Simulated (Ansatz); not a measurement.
Take AlN in the wurtzite structure (space group P6_3mc, No. 186) as the base.

```
AlN
1.0
    3.08878     0.00000     0.00000
   -1.54439     2.67496     0.00000
    0.00000     0.00000     4.94326
Al N
2 2
Direct
  0.33333   0.66667   0.00000
  0.66667   0.33333   0.50000
  0.33333   0.66667   0.38200
  0.66667   0.33333   0.88200
```

Cartesian axes are those of the cell as printed.

Level of theory: DFT with LDA, PAW potentials and a 420 eV plane-wave cutoff in Ansatz (a program for electronic structure), no SOC.

For the base:

```
Property                         Value
-----------------------------  -------
Shortest interatomic distance  1.876 Å
```

Now apply this change: tensile biaxial strain of 2.40 % in the plane normal to [001], as in epitaxy on a mismatched substrate; the out-of-plane cell vector and the atoms relax.

Problem. Estimate the effect on the shortest interatomic distance.

Solution. The shortest interatomic distance increases by 0.019 Å (1.876 Å → 1.895 Å).

Problem. What does the calculation give for the in-plane stress after the change?

Solution. The mean in-plane stress (compression positive) is -10.2 GPa.

Whether these cells are dynamically stable was not tested.
